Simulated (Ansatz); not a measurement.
**Ansatz (a quantum-chemistry and plane-wave program) run on a (001) slab of CsLiBr2 (cut from a parent of space group no. 129; 8 atoms in the cell): self-consistent single point**

Method of the run: LDA (PW92), default PAW files made with PBE (plane waves; Ansatz).

The input file:

Ansatz 0.2 input:
```yaml
crystal:
  lattice:
    - [5.207146, 0.000000, 0.000000]
    - [0.000000, 5.207146, 0.000000]
    - [0.000000, 0.000000, 20.668094]
  atoms:
    - { symbol: Cs, position_ang: [0.000000, 2.603573, 13.328296] }
    - { symbol: Cs, position_ang: [2.603573, 0.000000, 7.339881] }
    - { symbol: Li, position_ang: [2.603573, 0.000000, 11.157195] }
    - { symbol: Li, position_ang: [0.000000, 2.603573, 9.510899] }
    - { symbol: Br, position_ang: [0.000000, 2.603573, 6.999994] }
    - { symbol: Br, position_ang: [2.603573, 0.000000, 13.668100] }
    - { symbol: Br, position_ang: [0.000000, 0.000000, 10.334088] }
    - { symbol: Br, position_ang: [2.603573, 2.603573, 10.334088] }
basis:
  ecutwfc: 30.9 Ry
kpoints:
  mp_grid:
    grid: [5, 5, 1]
hamiltonian:
  xc: lda
  pseudopotentials:
    kind: paw
scf:
  occupations:
    method: fermi_dirac
    width: 0.0037 Ry
output:
  forces: true
  eigenvalues: true
  stress: true
```

Output, abridged:

```
WARN the atoms were moved onto the symmetric positions of the space group found under crystal.symmetry.tolerance 1.0e-5 (fractional …
WARN ansatz: RAYON_NUM_THREADS=1 ignored (pool sized by the plan → 1); use --threads N
Pseudopotentials: kind: paw
Pseudopotential: Cs, paw, valence charge 9
Pseudopotential: Li, paw, valence charge 3
Pseudopotential: Br, paw, valence charge 7
Crystal: 8 atoms, lattice volume = 560.402 Å³
Basis set: ecut = 420.4159175005146 eV, 11077 PW (Γ)
Bands: 34, of which v1, the nominal top of the filled ones, is band 26 counted from 1 (25 counted from 0)
Symmetry: 16 space group operations
Space group: P4/nmm (ITA 129), of the structure as read, at distance tolerance 8.2e-5 Å
k-points: 6 of 25
PAW frozen core: Cs, regenerated for the run's functional, and the local potential with it
PAW frozen core: Br, regenerated for the run's functional, and the local potential with it
Initial density: superposition of atomic densities (neutral atoms: chi_scale 0, normalization atom), corrected by the library's trained network
Initial wavefunctions: pseudopotential atomic-orbital guess
Eigensolver: davidson
Functional: x = slater, c = lda
SCF iter   1: F=—  HF=-22201.478339 eV  |F-HF|=—  |Δ(HF+E_count)|=         —  Δρ=2.74e-3  dr2=2.46e-2  ethr=1.77e-3  ⟨swp⟩=10.8  Hψ=1256  notcnv=0
all-band conjugate gradients solve this SCF's bands
preconditioner: auto → Resta (q_TF=auto, 1.836 Å⁻¹)
SCF iter   2: F=—  HF=-22201.473589 eV  |F-HF|=—  |Δ(HF+E_count)|=   4.75e-3  Δρ=1.39e-3  dr2=9.37e-3  ethr=4.74e-5  ⟨swp⟩=2.3  Hψ=447  notcnv=0  defer=8
SCF iter   3: F=—  HF=-22201.471771 eV  |F-HF|=—  |Δ(HF+E_count)|=   1.82e-3  Δρ=4.88e-4  dr2=1.82e-3  ethr=1.80e-5  ⟨swp⟩=2.2  Hψ=387  notcnv=0  defer=8
SCF iter   4: F=—  HF=-22201.471188 eV  |F-HF|=—  |Δ(HF+E_count)|=   5.83e-4  Δρ=1.14e-4  dr2=7.78e-5  ethr=3.49e-6  ⟨swp⟩=2.0  Hψ=318  notcnv=0  defer=8
SCF iter   5: F=—  HF=-22201.471289 eV  |F-HF|=—  |Δ(HF+E_count)|=   1.01e-4  Δρ=2.59e-5  dr2=9.12e-6  ethr=1.50e-7  ⟨swp⟩=2.0  Hψ=336  notcnv=0  defer=11
SCF iter   6: F=—  HF=-22201.471287 eV  |F-HF|=—  |Δ(HF+E_count)|=   1.99e-6  Δρ=9.51e-6  dr2=1.15e-6  ethr=1.75e-8  ⟨swp⟩=2.0  Hψ=314  notcnv=0  defer=11
SCF iter   7: F=-22201.471287 eV  HF=-22201.471287 eV  |F-HF|=1.72e-9  |Δ(HF+E_count)|=   1.99e-7  Δρ=1.55e-6  dr2=1.75e-8  ethr=1.92e-10  ⟨swp⟩=12.3  Hψ=1190  notcnv=0
the search or the solves at the SCF's close seem to have found levels that the self-consistency loop had missed (the run counts 1) …
SCF 1 converged in 7 iterations: F = -22201.471287 eV  dr2 = 1.75e-8
SCF converged after 7 iterations
Free energy (F): -22201.471287 eV
Harris-Foulkes:  -22201.471287 eV  (|F-HF|=1.72e-9)
Internal energy: -22201.471287 eV  (E = F + TS)
E sigma→0 (E₀):  -22201.471287 eV
Fermi energy:    -0.202653 eV
--- Per-component energies (eV) ---
  E_band       = -577.244247
  E_kinetic    = 864.180319
  E_local      = -11855.431662  (includes V_loc(G=0)·N_el)
  E_nonlocal   = 285.837205
  E_hartree    = 5474.096610
  E_xc         = -1413.288406
  E_vxc        = -702.288861  (∫ρ·V_xc dr)
  E_paw        = -18485.416972  (= ΣΔE_a)
  E_vpaw       = -117.739326  (= ΣTr[D̂ρ^β])
  E_aug_tail   = 0.000030  (compensation charges beyond the density's cutoff)
  E_ewald      = 2927.184431
  E_core_change = 1.367158  (= ΣΔE_core)
  E_smearing   = -0.000000  (= −TS)
  E_closure    = -0.000000  (closes the sum)
  Σ components = -22201.471287   (vs F -22201.471287, Δ=0.00e0)
--- Forces (eV/Å), atoms counted from 1 ---
  atom   1  Cs     0.00000000     0.00000000    -0.13912595
  atom   2  Cs     0.00000000     0.00000000     0.13912595
  atom   3  Li    -0.00000000     0.00000000     0.11762022
  atom   4  Li     0.00000000     0.00000000    -0.11762022
  atom   5  Br     0.00000000     0.00000000     0.24414625
  atom   6  Br     0.00000000     0.00000000    -0.24414625
  atom   7  Br     0.00000000     0.00000000    -0.00000000
  atom   8  Br     0.00000000     0.00000000    -0.00000000
  max |Σ_I F_I| component: 1.39e-17 eV/Å
--- Stress (GPa, compression-positive) ---
       -1.182037       0.000000       0.000000
        0.000000      -1.182037       0.000000
        0.000000       0.000000      -0.649260
  P = ⅓ Tr σ = -1.0044 GPa (-10.044 kbar)
  The stress holds the Pulay correction. Without it, at fixed plane waves, as pw.x and ABINIT print it: P = -1.0109 GPa
--- Band table (eV; the first three rows and the last of 6) ---
  k-point 0: bands = ["-45.5735", "-45.5729", "-22.1904", "-22.1898", "-15.6043", "-15.0429", "-14.7074", "-14.7009", "-9.0634", "-9.0014", "-8.9099", "-8.9099", "-8.9021", "-8.9021", "-4.6339", "-4.6339", "-4.0681", "-3.1079", "-3.0328", "-2.8295", [...]
  k-point 1: bands = ["-45.5734", "-45.5729", "-22.1882", "-22.1877", "-15.5558", "-15.1017", "-14.7142", "-14.7083", "-9.0570", "-9.0048", "-8.9073", "-8.9044", "-8.8937", "-8.8874", "-4.5081", "-4.4968", "-4.0310", "-3.2766", "-3.1130", "-3.0443", [...]
  k-point 2: bands = ["-45.5733", "-45.5731", "-22.1845", "-22.1843", "-15.4240", "-15.2507", "-14.7237", "-14.7212", "-9.0390", "-9.0176", "-8.9057", "-8.9045", "-8.8663", "-8.8638", "-4.1482", "-4.1102", "-3.8936", "-3.6767", "-3.5619", "-3.5413", [...]
  k-point 5: bands = ["-45.5732", "-45.5731", "-22.1799", "-22.1798", "-15.3597", "-15.3056", "-14.7062", "-14.7049", "-9.0420", "-9.0332", "-9.0285", "-9.0154", "-9.0127", "-8.9838", "-4.9291", "-4.7890", "-3.6378", "-3.4970", "-3.0340", "-2.9882", [...]
```

The run converged in 7 iterations.

The starting cell comes from a database of computed structures (which also holds hypothetical and non-ambient phases and stackings), without a prior relaxation at this level. The slab is cut from that crystal, and its faces are unrelaxed. Its lattice was rescaled by up to half a per cent. Spin polarisation is off, though cut faces can carry moments; a gap of a slab can lie between surface states.
